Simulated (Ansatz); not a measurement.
A computed series for BaO: element substitutions

Consider BaO in the rock salt structure (space group Fm-3m, No. 225; a = 5.490 Å).

Each row replaces one element on all its sites; cell and atoms are relaxed.

Levels (all Ansatz, a program for electronic structure, PAW): PBEsol (420 eV, scalar-relativistic without spin-orbit coupling); HSE06 (420 eV, scalar-relativistic without spin-orbit coupling).

Band gaps by level, all at the geometries relaxed with PBEsol:

```csv
case,PBEsol,HSE06
base,1.84 eV,3.22 eV
O → S,2.04 eV,3.07 eV
Ba → Ca,3.54 eV,5.31 eV
Ba → Mg,4.62 eV,6.47 eV
```

Single points use the geometry relaxed with PBEsol. The hybrid gap comes from the SCF mesh plus the semilocal run's edge points and a few special points and is an upper bound. Stability against distortions was not tested.
